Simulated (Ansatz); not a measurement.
System: YbAl2 (Fd-3m, No. 227; cell taken from a computed entry). Method: r²SCAN (Ansatz, a first-principles code, PAW).

Run with plane-wave cutoff 500 eV, 12×12×12 k mesh, Fermi–Dirac smearing 0.1 eV, no spin polarisation, scalar-relativistic PAW data made under PBE.

Computed at the level's own relaxed cell.

Task: Estimate the volume per atom and lattice constant a that the calculation returns.

Result: 
* **volume per atom**: 19.98 Å³/atom
* **lattice constant a**: 7.827 Å

Note: the relaxation could not lower the start's symmetry, so the cell can be a saddle point above a distorted one; the 4f shell is treated without U or exact exchange, so its levels and filling can be wrong.

Spin–orbit coupling is not included.

Computing time: around 2.5 core-minutes (rough).
